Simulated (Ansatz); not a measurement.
# Harmonic thermodynamics of TiB2 (P6/mmm, relaxed from the AlB2 type)

Per mole of formula units at the relaxed static volume; finite displacements on a 6×6×6 mesh, r2SCAN density-functional theory in Ansatz (plane waves, PAW), k mesh 18×18×12, methfessel-paxton smearing of 0.15 eV; sums on an interpolated 12×12×12 mesh.  Zero-point energy 29.96 kJ/mol.

```tsv
T (K)	F_vib (kJ/mol)	S (J/mol/K)	C_V (J/mol/K)
100	29.91	2.3	7.2
150	29.69	7.0	17.3
200	29.18	13.4	27.4
250	28.33	20.5	36.2
300	[?]	[?]	[?]
400	23.64	41.8	53.5
600	12.80	65.7	63.7
800	-2.31	84.7	68.2
1000	-20.85	100.2	70.4
```

Fill in the missing entries.


- 300, F_vib (kJ/mol): 27.13
- 300, S (J/mol/K): 27.8
- 300, C_V (J/mol/K): 43.4

No phase change or melting is allowed for: the numbers belong to this structure as given.

The PAW data sets were generated under PBE and serve the other functionals too.

Ansatz is a quantum-chemistry and plane-wave program.
